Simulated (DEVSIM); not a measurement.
System: Schottky contact on n-type Si, at 400 K.

```csv
layer (left to right),material,thickness (μm),Nd (cm⁻³),τn (s),τp (s)
1,Si,2.10,3.7e15,0.00012,0.00012
```

Left contact: Schottky, work function 4.73 eV, emission velocity 1.1e7 cm/s. Right contact: ohmic. Voltage is applied to the left contact. Recombination: SRH at mid-gap, radiative, Auger. Mobility is constant in doping.

This is a model device: material constants are rounded textbook-type values typed into the input, and sizes, dopings and lifetimes were drawn at random. Values at 300 K; Nc and Nv go as T^1.5, mobilities as T to minus their exponent, the gap by Varshni's rule with the affinity fixed.

```tsv
parameter	Si
gap (eV)	1.124
affinity (eV)	4.05
permittivity	11.7
Nc (cm⁻³)	2.86e19
Nv (cm⁻³)	3.1e19
μn (cm²/Vs)	1417
μp (cm²/Vs)	470
T exponent of μn	2.3
T exponent of μp	2.2
B (cm³/s)	4.7e-15
Cn (cm⁶/s)	2.8e-31
Cp (cm⁶/s)	9.9e-32
Varshni α (eV/K)	0.000473
Varshni β (K)	636
```

Simulated with DEVSIM: 1D drift-diffusion, Boltzmann statistics, complete ionisation; no tunnelling, impact ionisation, image-force lowering or self-heating. Metal contacts follow the ideal Schottky-Mott rule: no Fermi-level pinning, no interface dipoles.

The temperature was swept, all else fixed.

```tsv
temperature (K)	largest field in the device at zero bias (V/cm)	potential step across the device at zero bias (V)	dark forward voltage at 100 A/cm² (V)
250	23000	0.493	(withheld)
300	22000	0.449	0.386
350	21000	0.403	0.341
400	19000	0.357	0.297
450	18000	0.309	0.254
500	19000	0.261	0.203
```

### Question
Some entries are withheld; supply them.

### Answer

- 250, dark forward voltage at 100 A/cm² (V): 0.434
